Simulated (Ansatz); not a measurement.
Input and output of a zone-centre phonon calculation for CoAl (Pm-3m, 2 atoms in the cell) (Ansatz, a program for electronic structure).

Computed with PBE (plane waves, PAW; Ansatz).

```yaml
crystal:
  lattice:
    - [2.90690, 0.00000, 0.00000]
    - [0.00000, 2.90690, 0.00000]
    - [0.00000, 0.00000, 2.90690]
  atoms:
    - { symbol: Al, position: [0.50000, 0.50000, 0.50000] }
    - { symbol: Co, position: [0.00000, 0.00000, 0.00000] }
```

Reference input (self-consistent single point, DFT, PBE, plane waves, default PAW files): basis.ecutwfc = 420 eV; kpoints.mp_grid.grid = 15 15 15; hamiltonian.xc = pbe; hamiltonian.pseudopotentials = {kind: paw} (the program's default PAW files); scf.occupations.method = fermi_dirac; scf.occupations.width = 0.05 eV. This run's input differs from it in these lines:

```diff
@@ -18,6 +18,4 @@
   occupations: { method: fermi_dirac, width: 0.05 }
-output:
-  forces: true
-  eigenvalues: true
-  stress: true
+phonons:
+  method: dfpt
```

Output (repeated stretches shortened):

```
SCF iter   1: F=—  HF=-5664.801517 eV  |F-HF|=—  |Δ(HF+E_count)|=         —  Δρ=6.62e-3  dr2=7.53e-3  ethr=1.77e-3  ⟨swp⟩=4.4  Hψ=18829  notcnv=0
all-band conjugate gradients solve this SCF's bands
preconditioner: auto → none
SCF iter   2: F=—  HF=-5664.801171 eV  |F-HF|=—  |Δ(HF+E_count)|=   3.46e-4  Δρ=3.71e-3  dr2=2.62e-3  ethr=3.76e-5  ⟨swp⟩=1.0  Hψ=6338  notcnv=0
   [... lines left out ...]
SCF iter   5: F=—  HF=-5664.800947 eV  |F-HF|=—  |Δ(HF+E_count)|=   3.46e-7  Δρ=2.60e-5  dr2=7.61e-8  ethr=3.39e-9  ⟨swp⟩=2.7  Hψ=7139  notcnv=0
SCF iter   6: F=—  HF=-5664.800947 eV  |F-HF|=—  |Δ(HF+E_count)|=   8.07e-9  Δρ=7.66e-6  dr2=6.24e-9  ethr=3.81e-10  ⟨swp⟩=1.0  Hψ=4036  notcnv=0
SCF iter   7: F=—  HF=-5664.800947 eV  |F-HF|=—  |Δ(HF+E_count)|=  6.71e-10  Δρ=3.96e-7  dr2=1.59e-11  ethr=3.12e-11  ⟨swp⟩=1.9  Hψ=6105  notcnv=0
SCF iter   8: F=-5664.800947 eV  HF=-5664.800947 eV  |F-HF|=0.00e0  |Δ(HF+E_count)|=  4.55e-12  Δρ=2.45e-8  dr2=2.43e-14  ethr=1.00e-12  ⟨swp⟩=5.1  Hψ=15751  notcnv=0
SCF 1 converged in 8 iterations: F = -5664.800947 eV  dr2 = 2.43e-14
DFPT response loops at Γ: preconditioner auto → Kerker (q_TF=auto, 2.636 Å⁻¹) (partly filled bands, converged f_vac=0.000) …
Free energy (F): -5664.800947 eV
Internal energy: -5664.793081 eV  (E = F + TS)
E sigma→0 (E₀):  -5664.797014 eV
Entropy (-TS):   -0.007866 eV (-3.933 meV/atom)
Fermi energy:    13.483072 eV
--- Phonons (Γ-DFPT): 2 representative perturbations + reference, on 288 of 3375 k-points (Σ response iterations 7) ---
  k mesh reduced under 8 symmetry operations, with k and −k counted as one. Each operation leaves every solved perturbation unchanged …
  ASR residual: 7.286e-4 → 0.000e0 eV/Å²; symmetrization residual: 1.737e-6 eV/Å²
  ASR residual per site (eV/Å²): 1.35e-4 7.29e-4
  Γ frequencies (cm⁻¹): 0.00 0.00 0.00 292.60 292.60 292.60
  non-analytic LO–TO correction: not included (Born effective charges unavailable; polar crystals: no LO–TO splitting at Γ)
```

The run converged in 8 iterations. 

Summary of the result:
- Free energy E − TS (on the zero of these files) = -5664.8009 eV
- Fermi level (on the code's own zero) = 13.48 eV
- Zone-centre frequencies (cm⁻¹; negative means imaginary) = 0, 0, 0, 293, 293, 293

The starting cell has typed, rounded lattice constants, without a prior relaxation at this level. Its lattice was rescaled by a random factor within 2.5 % of one. Spin polarisation is off.

Keys are those of Ansatz 0.2.
